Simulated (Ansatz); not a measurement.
The parent structure is Mg2Sn (space group Fm-3m, No. 225; a = 6.747 Å; relaxed with 0.1 eV smearing). Axes: x, y, z lie along the cube axes.

Computed with PBEsol, PAW, 420 eV (Ansatz, a quantum-chemistry and plane-wave program; spin-orbit coupling left out).

Before the change:

The pressure comes out as 0.0 GPa and the volume per atom comes out as 25.60 Å³.

Now apply this change: biaxial strain −0.53 %, plane normal [111], relaxed out of plane (Cartesian); in-plane vectors clamped, the third vector and the atoms free.

Question: What happens to the pressure, energy relative to the base and volume per atom?

Answer: The pressure (mean of the normal stresses, compression positive) goes from zero to 0.3 GPa; the energy goes up by 0.4 meV/atom; the volume per atom drops by 0.20 Å³, from 25.60 Å³ to 25.40 Å³.

Whether these cells are dynamically stable was not tested.
